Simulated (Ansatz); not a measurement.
Start from Rh$_{3}$Si$_{2}$ (space group P-3m1, No. 164; a = 3.9580 Å, c = 5.0361 Å; a cell from a computed database, its experimental status unchecked). Axes: x lies along a and z along c of the hexagonal cell.

Calculations: Ansatz (an electronic-structure program) PBEsol, without spin-orbit coupling, earlier PAW set.

Strains are applied to the cell and any free atomic positions relax; under stress the whole cell relaxes.

One change was made to it. Results:

```tsv
quantity	base	after
energy relative to the base (free energy F)	0 meV/atom	+8.0 meV/atom
shortest interatomic distance	4.488 bohr	4.469 bohr
```

Question: Which of these changes matches the shifts?
A. uniaxial strain ε_zz = −0.61 %
B. strain tensor (xx, yy, zz, yz, xz, xy) = (−0.17, +0.34, −0.61, −1.84, +0.14, +0.46) %
C. strain tensor (xx, yy, zz, yz, xz, xy) = (+0.16, −0.55, +1.00, −0.69, +1.48, −0.47) %
D. tensor shear ε_xy = −2.89 %
E. uniaxial stress, 3 GPa tension along x

Answer: B, strain tensor (xx, yy, zz, yz, xz, xy) = (−0.17, +0.34, −0.61, −1.84, +0.14, +0.46) %. For comparison, the energy relative to the base in the other runs: uniaxial strain ε_zz = −0.61 % gives +0.5 meV/atom; strain tensor (xx, yy, zz, yz, xz, xy) = (+0.16, −0.55, +1.00, −0.69, +1.48, −0.47) % gives +5.9 meV/atom; tensor shear ε_xy = −2.89 % gives +15 meV/atom; uniaxial stress, 3 GPa tension along x gives +1.6 meV/atom.

Without a gap, meshes like the base's 14×14×9 leave anisotropic stresses uncertain by several tenths of a GPa, and small strain energies with them. Beyond what the load breaks, stability against distortions was not tested. All final runs are without spin polarisation. An odd electron count without spin: Rh3Si2.
